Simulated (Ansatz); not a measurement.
Where the default PAW files enter, the runs use the earlier of Ansatz's two default sets.

Inside the gap of an insulator the Bloch states are evanescent, with a wavenumber k + iκ along the transport direction.

Here is the system:

```yaml
crystal:
  lattice:
    - [5.19606, 0.00000, 0.00000]
    - [0.00000, 5.25365, 0.00000]
    - [0.89369, 0.00000, 5.20295]
  atoms:
    - { symbol: Hf, position: [0.72386, 0.54194, 0.70791] }
    - { symbol: Hf, position: [0.27614, 0.45806, 0.29209] }
    - { symbol: Hf, position: [0.27614, 0.04194, 0.79209] }
    - { symbol: Hf, position: [0.72386, 0.95806, 0.20791] }
    - { symbol: O, position: [0.55200, 0.25747, 0.97858] }
    - { symbol: O, position: [0.44800, 0.74253, 0.02142] }
    - { symbol: O, position: [0.44800, 0.75747, 0.52142] }
    - { symbol: O, position: [0.55200, 0.24253, 0.47858] }
    - { symbol: O, position: [0.93164, 0.66924, 0.34625] }
    - { symbol: O, position: [0.06836, 0.33076, 0.65375] }
    - { symbol: O, position: [0.06836, 0.16924, 0.15375] }
    - { symbol: O, position: [0.93164, 0.83076, 0.84625] }
```

Space group of this cell: P2_1/c. The cell is strained (lengths across the current scaled by 1.02, ions clamped); by r2SCAN its mean pressure is -6.2 GPa.

Transport runs along the normal of the first two printed cell vectors.

The gap is the functional's own, uncorrected, and κ follows it; spin-orbit coupling is left out. Mid-gap values are interpolated between the computed energies.

**Question.** Give the band gap and the smallest decay constant κ at mid-gap that r2SCAN run with Ansatz (a quantum-chemistry and plane-wave program) yields.

**Answer.** Gap 4.46 eV on a 6×6×6 mesh; κ = 0.423 1/Å, at the zone centre.
